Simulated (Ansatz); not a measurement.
We consider WS (model structure, started from the WC type, P-6m2, No. 187, 2 atoms in the cell), described by LDA in Ansatz (PAW).

Settings: plane-wave cutoff 520 eV, 18×18×18 k mesh, Fermi–Dirac smearing 0.05 eV, no spin polarisation, scalar-relativistic PAW data made under PBE.

Cell (relaxed at this level):

```cif
data_SW
_chemical_formula_sum 'W1 S1'
_space_group_name_H-M_alt 'P 1'
_space_group_IT_number 1
_cell_length_a 3.07371
_cell_length_b 3.07371
_cell_length_c 3.38365
_cell_angle_alpha 90.000
_cell_angle_beta 90.000
_cell_angle_gamma 120.000
loop_
_space_group_symop_operation_xyz
  'x, y, z'
loop_
_atom_site_label
_atom_site_type_symbol
_atom_site_fract_x
_atom_site_fract_y
_atom_site_fract_z
_atom_site_occupancy
W1 W 0.00000 0.00000 0.00000 1
S1 S 0.66667 0.33333 0.50000 1
```

What does this level give for the bulk modulus?


bulk modulus: 247 GPa

Note: the run has no spin polarisation, so it can have missed a magnetic state; the bulk modulus is −V dP/dV from two relaxed cells at ±2 % in volume; the relaxation could raise the start's symmetry but not lower it, so the cell can be a saddle point.

Spin–orbit coupling is not included; it can open a gap where bands touch, and shift volumes and moduli.

The computed numbers hold no vibrational or temperature effects.

The result took very roughly 2.8 core-minutes.

A model structure was made by putting elements into a prototype or built by hand; it is no filed structure, need not be a known phase, and can be a saddle point held by its symmetry.

Ansatz is a program for electronic structure.
